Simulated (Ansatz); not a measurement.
For InP (model structure, from the WC type, P-6m2, No. 187), PBE-D3(BJ) in Ansatz (plane waves, PAW) gives:

| Property | Result |
|---|---|
| lattice parameter a | 3.768 Å |
| c axis length | 3.434 Å |

Task: What does r²SCAN (Ansatz, an electronic-structure program, plane waves, PAW) give for the same quantities?

Result: 
- lattice constant a: 3.815 Å (rises by 1.2 %)
- lattice parameter c: 3.420 Å (shrinks by 0.4 %)

Changes are worked out from the printed values.

Unless a cell is named, each level is at its own relaxed cell (PBE-D3(BJ) 21.12, r²SCAN 21.55 Å³/atom).

Ansatz's density-functional and Hartree–Fock values are scalar-relativistic unless marked +SOC, with PAW data made under PBE.

A model structure was made by putting elements into a prototype or built by hand; it is no filed structure, need not be a known phase, and can be a saddle point held by its symmetry.
